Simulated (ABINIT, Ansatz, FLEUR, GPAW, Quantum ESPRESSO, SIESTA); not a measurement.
## One structure in several programs: NaF (Fm-3m, 2 atoms in the cell)

Self-consistent single point.

```
NaF
1.0
    0.00000     2.29047     2.29047
    2.29047     0.00000     2.29047
    2.29047     2.29047     0.00000
Na F
1 1
Cartesian
  0.00000   0.00000   0.00000
  2.29047   2.29047   2.29047
```

Shared settings, as Ansatz (a first-principles code) writes them: kpoints.mp_grid.grid = 3 3 3; scf.occupations.method = fermi_dirac; scf.occupations.width = 0.02 eV. Potentials and cutoffs stand in the table.

| code | model | pressure (GPa) | gap on the mesh (eV) | cutoff |
|---|---|---|---|---|
| Quantum ESPRESSO | PBE, SSSP 1.1.2 efficiency (PBE) pseudopotentials | 4.58 | 6.477 | 40 Ry |
| FLEUR | PBE, all-electron FLAPW (FLEUR), scalar-relativistic valence | – | 6.709 | Kmax 4.3 1/bohr |
| ABINIT | PBE, PAW (JTH v2.0 PBE PAW) | 3.66 | 6.477 | 816 eV |
| Ansatz | PBE, default PAW files | 3.71 | 6.499 | default |
| SIESTA | GGA PBE, numerical atomic orbitals TZP, PseudoDojo PBE standard norm-conserving potentials (rewritten from UPF to PSML) | 1.94 | 6.373 | grid 400 Ry |
| GPAW | PBE, GPAW PAW datasets PBE (gpaw-data 1.0.1) | – | 6.515 | 950 eV |

A dash marks a value that a program does not give, or that is left out as unsure.

Gaps are read on the mesh.

The spread over the programs that give each value: pressure within 2.64 GPa; gap on the mesh within 0.336 eV.

SIESTA uses small atom-centred bases, whose incompleteness enters pressures, forces and empty levels differently from a plane-wave cutoff. FLEUR treats all electrons, but the usual bases taken here (sphere radii, linearisation, local orbitals, empty states) were not tested for convergence, so the values are no reference for the others. Ansatz's pressure is given at a fixed set of plane waves, as the other plane-wave codes print theirs; with its correction for the finite basis it is 4.21 GPa (the shift of 0.50 GPa shows how far the cutoff is from converged). The pressure of GPAW is left out: its cutoff lies under the one at which its stress was checked. In the pressure, SIESTA (by 1.77) lies more than 1 GPa from the median of the plane-wave programs. In the gap, FLEUR (by 0.221) lies more than 0.12 eV from the median of the plane-wave programs.

On the base mesh (6 6 6) the same programs gave: Ansatz pressure 3.68 GPa, gap on the mesh 6.506 eV; Quantum ESPRESSO pressure 4.50 GPa, gap on the mesh 6.484 eV; ABINIT pressure 3.59 GPa, gap on the mesh 6.484 eV; GPAW gap on the mesh 6.522 eV; FLEUR gap on the mesh 6.717 eV; SIESTA pressure 2.78 GPa, gap on the mesh 6.379 eV.

The starting cell comes from a database of computed structures (which also holds hypothetical and non-ambient phases and stackings), without a prior relaxation at this level. Its lattice was rescaled by a random factor within 2.5 % of one.

Left out of this page: CP2K (on another mesh); Elk (not drawn, or without a comparable value).

Keys are those of Ansatz 0.2.
